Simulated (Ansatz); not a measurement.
**SnC (model structure, started from the wurtzite type, P6₃mc, No. 186, 4 atoms in the cell): smallest direct gap on the k points sampled by level of theory**

No measured value is used here.

```csv
level (code),value (eV),cell (Å³/atom)
LDA (Ansatz),1.14,15.54
PBE+SOC (Ansatz),0.98,15.90
PBEsol+SOC (Ansatz),0.96,15.90
PBE-D3(BJ) (Ansatz),0.94,16.05
G0W0@PBEsol (Ansatz),1.54,15.90
```

Computed values are for a static lattice. Spin–orbit coupling is included only where a level's name says +SOC; with heavier elements it mostly lowers gaps and can invert bands.  G0W0@PBEsol: filled d or f shells below the valence bands can shift G0W0 gaps through exchange with them, which wasn't tested here. Values are at the PBEsol cell; LDA at the level's own equilibrium cell; PBE-D3(BJ) at the level's own equilibrium cell. Ansatz's density-functional and Hartree–Fock values are scalar-relativistic unless marked +SOC, with PAW data made under PBE.

A model structure was made by putting elements into a prototype or built by hand; it is no filed structure, need not be a known phase, and can be a saddle point held by its symmetry.

Ansatz is a first-principles code.
